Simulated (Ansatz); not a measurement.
```yaml
crystal:
  lattice:
    - [2.95469, 0.00000, 0.00000]
    - [0.00000, 2.95469, 0.00000]
    - [0.00000, 0.00000, 2.95469]
  atoms:
    - { symbol: Al, position: [0.00000, 0.00000, 0.00000] }
    - { symbol: Ru, position: [0.50000, 0.50000, 0.50000] }
```

The cell was generated from a structure type, relaxed within its symmetry, and need not be the phase found at ambient conditions. The pressure is 5 GPa. The structure is held there; whether it is the stable one at that pressure was not tested.

**Question.** What linear thermal expansion coefficient does quasi-harmonic lattice dynamics on PBEsol density-functional theory in Ansatz (plane waves, PAW) give at 800 K, and what isobaric heat capacity per mole of formula units and Grüneisen parameter?

**Answer.** α = 9.0 × 10⁻⁶ K⁻¹; C_P = 53.9 J/(mol K); γ = 1.82. Whether this phase is the stable one at each condition was not tested.

The PAW data sets were generated under PBE and serve the other functionals too.

Ansatz is a program for electronic structure.
